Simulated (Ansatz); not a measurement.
Start from SiC in the zinc blende structure (space group F-43m, No. 216).

```cif
data_C4Si4
_chemical_formula_sum 'C4 Si4'
_space_group_name_H-M_alt 'F-43m'
_space_group_IT_number 216
_space_group_name_Hall 'F -4 2 3'
_cell_length_a 4.35633
_cell_length_b 4.35633
_cell_length_c 4.35633
_cell_angle_alpha 90.000
_cell_angle_beta 90.000
_cell_angle_gamma 90.000
loop_
_atom_site_label
_atom_site_type_symbol
_atom_site_symmetry_multiplicity
_atom_site_Wyckoff_symbol
_atom_site_fract_x
_atom_site_fract_y
_atom_site_fract_z
_atom_site_occupancy
C1 C 4 d 0.75000 0.75000 0.75000 1
Si1 Si 4 a 0.00000 0.00000 0.00000 1
```
(The calculation used a cell of 2 atoms; values per cell refer to that cell.)

All numbers come from r2SCAN (Ansatz, a program for electronic structure, PAW, no SOC).

Before the change:

The band gap is 1.71 eV and the density is 3.22 g/cm³. The smallest direct gap comes out as 5.05 eV.

Now apply this change: a hydrostatic pressure of 3 GPa.

**Question.** Predict the new band gap, density and smallest direct gap.

**Answer.** The band gap hardly moves (1.71 eV against 1.70 eV); the density goes up by 0.04 g/cm³ to 3.26 g/cm³; the smallest direct gap rises by 0.016 eV (5.05 eV → 5.06 eV).

Load acts through the strain it causes; cell and atoms are relaxed under it. Semilocal Kohn–Sham gaps tend to fall short of experiment. Whether these cells are dynamically stable was not tested.
